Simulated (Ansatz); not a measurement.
# ZrSnO₃ (model structure, started from the cubic perovskite type, Pm-3m, No. 221, 5 atoms in the cell)

Level of theory: r²SCAN0 in Ansatz (PAW).

Run with plane-wave cutoff 520 eV, 6×6×6 k mesh, Fermi–Dirac smearing 0.01 eV, scalar-relativistic PAW data made under PBE.

Cell (relaxed with PBEsol):

```xyz
5
Lattice="4.1284 0.0000 0.0000 0.0000 4.1284 0.0000 0.0000 0.0000 4.1284" Properties=species:S:1:pos:R:3 pbc="T T T"
Sn     0.0000     0.0000     0.0000
Zr     2.0642     2.0642     2.0642
O      0.0000     2.0642     2.0642
O      2.0642     2.0642     0.0000
O      2.0642     0.0000     2.0642
```

* **band gap**: 3.59 eV (on the SCF k mesh)
* **Γ–Γ gap**: 6.99 eV

Note: the relaxation could raise the start's symmetry but not lower it, so the cell can be a saddle point; cell and atoms aren't relaxed at this level (pressure -0.4 GPa).

Spin–orbit coupling is not included.

Computed values are for the static lattice.

It cost about 4 core-minutes (a rough figure) of CPU time.

A model structure was made by putting elements into a prototype or built by hand; it is no filed structure, need not be a known phase, and can be a saddle point held by its symmetry.

Ansatz is a first-principles code.
